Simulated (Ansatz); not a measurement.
Base system: C in the diamond structure (space group Fd-3m, No. 227; a = 3.5603 Å). Axes: x, y, z lie along the cube axes.

Method: plane-wave PAW DFT at the r2SCAN level (Ansatz, a quantum-chemistry and plane-wave program, 500 eV), no spin-orbit coupling.

Before the change:

| Item | Value |
|---|---|
| Shortest interatomic distance | 1.542 Å |
| Valley order | a point along ⟨100⟩, about 1.3 Å⁻¹ from Γ 4.36 eV |

Modification: the cell is stretched by 1.00 % along z with no lateral relaxation; the atoms relax in the strained cell.

### Question
Predict the new shortest interatomic distance, energy relative to the base and valley order.

### Answer
The shortest interatomic distance rises by 0.005 Å (1.542 Å → 1.547 Å); the energy increases by 1.9 meV/atom; the valley order (the lowest conduction-band minima on the path, energy above the VBM, named in the base's zone) goes from a point along ⟨100⟩, about 1.3 Å⁻¹ from Γ 4.36 eV to a point along [100], about 1.3 Å⁻¹ from Γ 4.21 eV; a point along [001], about 1.3 Å⁻¹ from Γ 4.45 eV.

The levels and masses belong to the bands next to the band gap. Whether these cells are dynamically stable was not tested.
